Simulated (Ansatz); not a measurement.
Defect: interstitial F in rock-salt MgO, charge state -1. The step: a concerted move, in which F travels most; the atom moves 2.12 Å along (0.50, 0.00, 0.00) of the unit cell; the moving atom starts with neighbours 4 Mg at 1.90; 4 O at 2.20 Å and ends with 4 Mg at 1.90; 4 O at 2.20 Å. A PBE band in Ansatz (plane-wave PAW, the Γ point alone, 64 host sites, 18 SCF runs with any check of the saddle's order, static, no finite-size correction) gives a forward barrier of 0.96 eV. The saddle point's order was not checked, and it lies on a symmetry element of the cell, where a band can be held. The charge state is imposed; whether it is stable for some Fermi level was not computed. Sites that were not tried may lie lower.

Single points at the band's start and saddle point can refine it. Rough cost of one point, in units of the band's mean SCF on the same machine:

```json
[
 {"Level": "PBE, a 2×2×2 k-point mesh shifted by half a step", "Cost of one point": "about 9"},
 {"Level": "r2SCAN at 500 eV, the Γ point alone", "Cost of one point": "about 4"}
]
```

Question: Which of these move the barrier by more than 0.1 eV, and how far does each move it?

Answer: Not one does. PBE, a 2×2×2 k-point mesh shifted by half a step: +0.01 eV; r2SCAN at 500 eV, the Γ point alone: +0.02 eV. Each functional is compared with PBE at the same k-points.

Ansatz is an electronic-structure program.
